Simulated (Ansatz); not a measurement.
The starting structures come from a database of crystals and need not be the phases stable at ambient conditions.

 Where the default PAW files enter, the runs use the earlier of Ansatz's two default sets.

The decay constant κ of evanescent states in the gap governs leakage through a thin film.

Given:

```
CELL_PARAMETERS angstrom
      4.54535     0.00000     0.00000
      0.00000     4.90920     0.00000
      0.00000     0.00000     5.68521
ATOMIC_POSITIONS crystal
  Ti 0.50000 0.75000 0.67299
  Ti 0.50000 0.25000 0.32701
  Ti 0.00000 0.25000 0.82701
  Ti 0.00000 0.75000 0.17299
  O  0.27145 0.08135 0.61828
  O  0.72855 0.91865 0.38172
  O  0.22855 0.58135 0.88172
  O  0.77145 0.41865 0.11828
  O  0.77145 0.91865 0.88172
  O  0.22855 0.08135 0.11828
  O  0.72855 0.41865 0.61828
  O  0.27145 0.58135 0.38172
```

Space group of this cell: Pbcn. The cell is strained (lengths along the current scaled by 1.03, ions clamped); by r2SCAN its mean pressure is -7.5 GPa.

Transport runs along the normal of the first two printed cell vectors.

No gap correction and no spin-orbit coupling; mid-gap values are interpolated between computed energies.

Problem. Give the band gap and the smallest decay constant κ at mid-gap that r2SCAN (Ansatz, a program for electronic structure) yields.

Solution. Gap 2.88 eV on a 8×6×6 mesh; κ = 0.380 1/Å, at the zone centre.
